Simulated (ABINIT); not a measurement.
Troubleshooting ABINIT: a failed run on TaSi2 (P6_222, 9 atoms in the cell). The aim is a self-consistent single point with DFT, PBEsol, plane waves, norm-conserving pseudopotentials (PseudoDojo nc-sr-04 PBEsol standard).

Cell that was meant: a = 4.8163 Å, b = 4.8163 Å, c = 6.5866 Å, α = 90.00°, β = 90.00°, γ = 120.00°.

Part of the input:

```
# TaSi2, PseudoDojo nc-sr-04 PBEsol standard
acell 3*1.0 Angstrom
rprim
         4.8163165724   -0.0000001328    0.0000000000
        -2.4081581712    4.1710525707    0.0000000000
```

Output (repeated stretches shortened):

```
           HAVE_FC_CPUTIME              HAVE_FC_EXIT             HAVE_FC_FLUSH

             HAVE_FC_GAMMA            HAVE_FC_GETENV   HAVE_FC_IEEE_ARITHMETIC

   HAVE_FC_IEEE_EXCEPTIONS          HAVE_FC_INT_QUAD             HAVE_FC_IOMSG

     HAVE_FC_ISO_C_BINDING  HAVE_FC_ISO_FORTRAN_2008        HAVE_FC_LONG_LINES

        HAVE_FC_MOVE_ALLOC  HAVE_FC_ON_THE_FLY_SHAPE           HAVE_FC_PRIVATE

         HAVE_FC_PROTECTED           HAVE_FC_SHIFTLR         HAVE_FC_STREAM_IO

            HAVE_FC_SYSTEM                HAVE_FFTW3          HAVE_FORTRAN2003

                 HAVE_HDF5             HAVE_HDF5_MPI        HAVE_LIBPAW_ABINIT

      HAVE_LIBTETRA_ABINIT                HAVE_LIBXC                  HAVE_MPI

                 HAVE_MPI2         HAVE_MPI2_INPLACE       HAVE_MPI_IALLGATHER

       HAVE_MPI_IALLREDUCE        HAVE_MPI_IALLTOALL       HAVE_MPI_IALLTOALLV

           HAVE_MPI_IBCAST         HAVE_MPI_IGATHERV        HAVE_MPI_INTEGER16

               HAVE_MPI_IO HAVE_MPI_TYPE_CREATE_S...               HAVE_NETCDF

       HAVE_NETCDF_FORTRAN   HAVE_NETCDF_FORTRAN_MPI           HAVE_NETCDF_MPI

             HAVE_OS_LINUX         HAVE_TIMER_ABINIT
 ++++++++++++++++++++++++++++++++++++++++++++++++++++++++++++++++++++++++++++++

 Netcdf library supports MPI-IO
-instrng: 33 lines of input have been read from file run.abi

--- !ERROR
src_file: m_common.F90
src_line: 1843
mpi_rank: 0
message: |
    `pseudos` variable must be specified in input when the code is invoked with the `abinit t01.in` syntax
...

 abinit_abort: decision taken to exit. Check above messages for more info
Abort(13) on node 0 (rank 0 in comm 0): application called MPI_Abort(MPI_COMM_WORLD, 13) - process 0

--- !ERROR
src_file: m_common.F90
src_line: 1843
mpi_rank: 0
message: |
    `pseudos` variable must be specified in input when the code is invoked with the `abinit t01.in` syntax
...
```

Read the log: what does the program object to, and what is the fix?

The fault is no pseudopotentials named. Every species needs a potential file. To fix it, name the files. The program stopped before any SCF iteration.

An input that runs soundly differs in these lines (not the only fix; some lines may just follow from the change or write a value another way):
```diff
+pp_dirpath "./"
+pseudos "Ta.upf, Si.upf"
```

With that input, the run converged in 10 iterations: free energy E − TS -6008.89 eV; Fermi level (on the code's own zero) 11.31 eV; pressure -5.03 GPa; largest force (vector length) 0.011 eV/Å (DFT, PBEsol, plane waves, norm-conserving pseudopotentials (PseudoDojo nc-sr-04 PBEsol standard)).

On the sound input: the starting cell comes from a database of computed structures (which also holds hypothetical and non-ambient phases and stackings), without a prior relaxation at this level. Its lattice was rescaled by a random factor within 2.5 % of one. Spin polarisation is off. With a pressure of about -5 GPa the cell is away from its equilibrium volume at this level.
